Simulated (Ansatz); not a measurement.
CsGeBr₃ (Pm-3m, No. 221, 5 atoms in the cell; start mp-570223; high-temperature phase), treated with PBEsol (Ansatz, a quantum-chemistry and plane-wave program, plane waves, PAW).

Numerical settings: plane-wave cutoff 520 eV, 6×6×6 k mesh, Fermi–Dirac smearing 0.01 eV, scalar-relativistic PAW data made under PBE.

Cell (relaxed with PBEsol):

```yaml
crystal:
  lattice:
    - [5.47380, 0.00000, 0.00000]
    - [0.00000, 5.47380, 0.00000]
    - [0.00000, 0.00000, 5.47380]
  atoms:
    - { symbol: Cs, position: [0.00000, 0.00000, 0.00000] }
    - { symbol: Ge, position: [0.50000, 0.50000, 0.50000] }
    - { symbol: Br, position: [0.50000, 0.50000, 0.00000] }
    - { symbol: Br, position: [0.00000, 0.50000, 0.50000] }
    - { symbol: Br, position: [0.50000, 0.00000, 0.50000] }
```

Problem. Estimate the band gap and Γ–Γ gap that the calculation returns.

Solution. 
* **band gap**: 0.34 eV
* **Γ–Γ gap**: 5.31 eV

Note: held by symmetry at 0 K, a high-temperature phase can be a saddle point.

Spin–orbit coupling is not included.

Static lattice: no zero-point or thermal effects.

The result took roughly 20 core-seconds.

A start named mp-… is a Materials Project structure, which need not be a measured phase.
